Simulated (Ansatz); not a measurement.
An Ansatz (a quantum-chemistry and plane-wave program) run: Al2O3 with a change (isotropic strain +3.00 %); PBE in Ansatz (plane waves to 420 eV, PAW, no spin-orbit coupling).

Input:

Ansatz 0.2 input:
```yaml
crystal:
  lattice:
    - [2.4765449821, 1.4298339121, 4.5058544077]
    - [-2.4765449821, 1.4298339121, 4.5058544077]
    - [0, -2.8596678242, 4.5058544077]
  atoms:
    - { symbol: Al, position: [0.647851992, 0.647851992, 0.647851992] }
    - { symbol: Al, position: [0.147851992, 0.147851992, 0.147851992] }
    - { symbol: Al, position: [0.352148008, 0.352148008, 0.352148008] }
    - { symbol: Al, position: [0.852148008, 0.852148008, 0.852148008] }
    - { symbol: O, position: [0.75, 0.4438264142, 0.0561735858] }
    - { symbol: O, position: [0.0561735858, 0.75, 0.4438264142] }
    - { symbol: O, position: [0.25, 0.5561735858, 0.9438264142] }
    - { symbol: O, position: [0.5561735858, 0.9438264142, 0.25] }
    - { symbol: O, position: [0.9438264142, 0.25, 0.5561735858] }
    - { symbol: O, position: [0.4438264142, 0.0561735858, 0.75] }
basis: { ecutwfc: 420, ecutrho_ratio: 4, xc_grid: 2, fft_grid_basis: typed }
kpoints: { mp_grid: { grid: [8, 8, 8] } }
hamiltonian:
  xc: pbe
  dispersion: none
  pseudopotentials: { kind: paw }
scf: { occupations: { method: fermi_dirac, width: 0.05 }, convergence: { dr2_threshold: 0.000000001 } }
relax: { f_tol: 0.005, max_steps: 50 }
output: { forces: true, stress: true }
checkpoint: { write: state.ck, write_every: 1000 }
```

Output (explanatory and most iteration lines left out):

```
Relaxation: its limit of steps is 50 (relax.max_steps)
Pseudopotential: Al, paw, valence charge 3
Pseudopotential: O, paw, valence charge 6
Crystal: 10 atoms, lattice volume = 95.733 Å³
Basis set: ecut = 420 eV, 1857 PW (Γ), exchange–correlation on 72×72×72 points (8 copies of the dense FFT grid, shifted against one another)
Bands: 34, of which v1, the nominal top of the filled ones, is band 24 counted from 1 (23 counted from 0)
Symmetry: 12 space group operations
Space group: R-3c (ITA 167), of the structure as read, at distance tolerance 4.6e-5 Å
k-points: 65 of 512
Functional: x = pbe(κ = 0.804, μ = 0.2195149727645171), c = pbe(β = 0.06672455060314922)
SCF iter   1: F=—  HF=-5569.139177 eV  |F-HF|=—  |Δ(HF+E_count)|=         —  Δρ=1.68e-3  dr2=1.62e-3  ethr=1.77e-3  ⟨swp⟩=7.2  Hψ=11309  notcnv=0  defer=47
SCF iter   2: F=—  HF=-5569.141033 eV  |F-HF|=—  |Δ(HF+E_count)|=   1.86e-3  Δρ=8.85e-4  dr2=4.05e-4  ethr=3.37e-6  ⟨swp⟩=2.0  Hψ=4249  notcnv=0  defer=133
SCF 1 converged in 7 iterations: F = -5569.141671 eV  dr2 = 2.07e-10
relax step   1: F+E_penalty+E_count = -5569.14167124 eV  Δ(F+E_penalty+E_count) = +0.000e0 eV  max|allowed force component| = 7.885e-2 eV/Å  Δτ_max = 0.0000 Å  (7 SCF iters, accepted)
Crystal: 10 atoms, lattice volume = 95.733 Å³
SCF iter   1: F=—  HF=-5569.142958 eV  |F-HF|=—  |Δ(HF+E_count)|=         —  Δρ=6.11e-4  dr2=3.17e-4  ethr=6.57e-7  ⟨swp⟩=2.4  Hψ=6868  notcnv=0  defer=258
SCF iter   2: F=—  HF=-5569.142879 eV  |F-HF|=—  |Δ(HF+E_count)|=   7.91e-5  Δρ=3.05e-4  dr2=8.61e-5  ethr=6.57e-7  ⟨swp⟩=2.0  Hψ=3121  notcnv=0  defer=258
SCF 2 converged in 6 iterations: F = -5569.142868 eV  dr2 = 4.69e-10
relax step   2: F+E_penalty+E_count = -5569.14286837 eV  Δ(F+E_penalty+E_count) = -1.197e-3 eV  max|allowed force component| = 1.571e-2 eV/Å  Δτ_max = 0.0045 Å  (6 SCF iters, accepted)
Crystal: 10 atoms, lattice volume = 95.733 Å³
SCF iter   1: F=—  HF=-5569.142875 eV  |F-HF|=—  |Δ(HF+E_count)|=         —  Δρ=4.49e-5  dr2=1.05e-6  ethr=6.20e-8  ⟨swp⟩=2.1  Hψ=4817  notcnv=0  defer=258
SCF iter   2: F=—  HF=-5569.142890 eV  |F-HF|=—  |Δ(HF+E_count)|=   1.49e-5  Δρ=2.31e-5  dr2=3.07e-7  ethr=2.19e-9  ⟨swp⟩=2.0  Hψ=3895  notcnv=0  defer=258
SCF 3 converged in 5 iterations: F = -5569.142890 eV  dr2 = 8.57e-11
relax step   3: F+E_penalty+E_count = -5569.14288955 eV  Δ(F+E_penalty+E_count) = -2.118e-5 eV  max|allowed force component| = 9.466e-3 eV/Å  Δτ_max = 0.0005 Å  (5 SCF iters, accepted)
Crystal: 10 atoms, lattice volume = 95.733 Å³
SCF iter   1: F=—  HF=-5569.142899 eV  |F-HF|=—  |Δ(HF+E_count)|=         —  Δρ=8.70e-5  dr2=9.45e-6  ethr=4.32e-8  ⟨swp⟩=2.1  Hψ=4863  notcnv=0  defer=258
SCF iter   2: F=—  HF=-5569.142912 eV  |F-HF|=—  |Δ(HF+E_count)|=   1.34e-5  Δρ=4.43e-5  dr2=2.43e-6  ethr=1.97e-8  ⟨swp⟩=1.0  Hψ=2730  notcnv=0  defer=258
SCF 4 converged in 5 iterations: F = -5569.142912 eV  dr2 = 2.79e-10
relax step   4: F+E_penalty+E_count = -5569.14291158 eV  Δ(F+E_penalty+E_count) = -2.202e-5 eV  max|allowed force component| = 4.201e-4 eV/Å  Δτ_max = 0.0008 Å  (5 SCF iters, accepted)
SCF converged after 5 iterations
Free energy (F): -5569.142912 eV
Internal energy: -5569.142912 eV  (E = F + TS)
E sigma→0 (E₀):  -5569.142912 eV
Fermi energy:    8.789301 eV
--- Forces (eV/Å), atoms counted from 1 ---
  atom   1  Al    -0.00000000    -0.00000000     0.00042011
  atom   2  Al     0.00000000    -0.00000000     0.00042011
  atom   3  Al     0.00000000     0.00000000    -0.00042011
  atom   4  Al    -0.00000000     0.00000000    -0.00042011
  atom   5  O     -0.00017675     0.00030615    -0.00000000
  atom   6  O     -0.00017675    -0.00030615     0.00000000
  atom   7  O      0.00017675    -0.00030615     0.00000000
  atom   8  O     -0.00035351     0.00000000     0.00000000
  atom   9  O      0.00017675     0.00030615    -0.00000000
  atom  10  O      0.00035351    -0.00000000    -0.00000000
--- Stress (GPa, compression-positive) ---
      -17.392625      -0.000000      -0.000000
       -0.000000     -17.392625      -0.000000
       -0.000000      -0.000000     -16.433048
  P = ⅓ Tr σ = -17.0728 GPa (-170.728 kbar)
--- Relaxed structure (4 steps of the walk, 4 accepted, 0 SCFs on fresh bases) ---
  atoms:
    - { symbol: Al, position: [0.6476650972137906, 0.6476650972137906, 0.6476650972137906] }
    - { symbol: Al, position: [0.1476650972137905, 0.1476650972137905, 0.1476650972137905] }
    - { symbol: Al, position: [0.3523349027862095, 0.3523349027862095, 0.3523349027862095] }
    - { symbol: Al, position: [0.8523349027862095, 0.8523349027862095, 0.8523349027862095] }
    - { symbol: O, position: [0.7500000000000001, 0.44473717484809294, 0.05526282515190717] }
    - { symbol: O, position: [0.05526282515190706, 0.7500000000000001, 0.444737174848093] }
    - { symbol: O, position: [0.25, 0.5552628251519071, 0.944737174848093] }
    - { symbol: O, position: [0.5552628251519071, 0.9447371748480929, 0.25000000000000006] }
    - { symbol: O, position: [0.944737174848093, 0.25000000000000006, 0.5552628251519071] }
    - { symbol: O, position: [0.44473717484809305, 0.05526282515190717, 0.75] }
```

No phonon test of stability was made. The cell was made from Al₂O₃ in the corundum structure (space group R-3c, No. 167) by this change: isotropic strain +3.00 %.
